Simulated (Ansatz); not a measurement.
Take AlN in the zinc blende structure (space group F-43m, No. 216; a = 4.403 Å) as the base.

Level of theory: DFT with PBE, PAW potentials and a 420 eV plane-wave cutoff in Ansatz (an electronic-structure program), without spin-orbit coupling.

Base values:

* **Electron mass**: 0.53 mₑ along k, 0.33 mₑ across (at X)
* **Smallest direct gap**: 3.98 eV

The change: the cell is scaled by 0.9850 in all directions; the atoms relax in the strained cell.

Task: What happens to the electron mass, energy relative to the base and smallest direct gap?

Result: The electron mass changes from 0.53 mₑ along k, 0.33 mₑ across (at X) to 0.52 mₑ along k, 0.32 mₑ across (at X); the energy rises by 14 meV/atom; the smallest direct gap goes up by 0.40 eV, from 3.98 eV to 4.38 eV.

Masses are band curvatures over ±0.01 Å⁻¹ around the edge. Along k means along the line from Γ to the band edge. No phonon test of stability was made. This is not the structure that AlN has at room temperature and ambient pressure.
